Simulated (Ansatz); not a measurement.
**A computed series for GaCuSe2: response to strain**

The reference is GaCuSe₂ in the chalcopyrite structure (space group I-42d, No. 122; a = 5.570 Å, c = 11.075 Å). Axes: x, y, z lie along a, b, c of the conventional cell.

Strains are applied to the cell and any free atomic positions relax; under biaxial strain the out-of-plane vector relaxes too.

Calculations: PBEsol (Ansatz, a program for electronic structure, PAW, without spin-orbit coupling).

Candidates:
(a) biaxial strain +0.75 %, plane normal [001], relaxed out of plane
(b) biaxial strain +2.25 %, plane normal [001], relaxed out of plane
(c) biaxial strain +3.00 %, plane normal [001], relaxed out of plane
(d) biaxial strain +1.50 %, plane normal [001], relaxed out of plane

Notes on the quantities. energy relative to the base: free energy F.

Order them by energy relative to the base, highest first.

(c) biaxial strain +3.00 %, plane normal [001], relaxed out of plane (+9.7 meV/atom), (b) biaxial strain +2.25 %, plane normal [001], relaxed out of plane (+5.5 meV/atom), (d) biaxial strain +1.50 %, plane normal [001], relaxed out of plane (+2.5 meV/atom), (a) biaxial strain +0.75 %, plane normal [001], relaxed out of plane (+0.6 meV/atom)

Stability against distortions was not tested. The final runs are not spin-polarised.
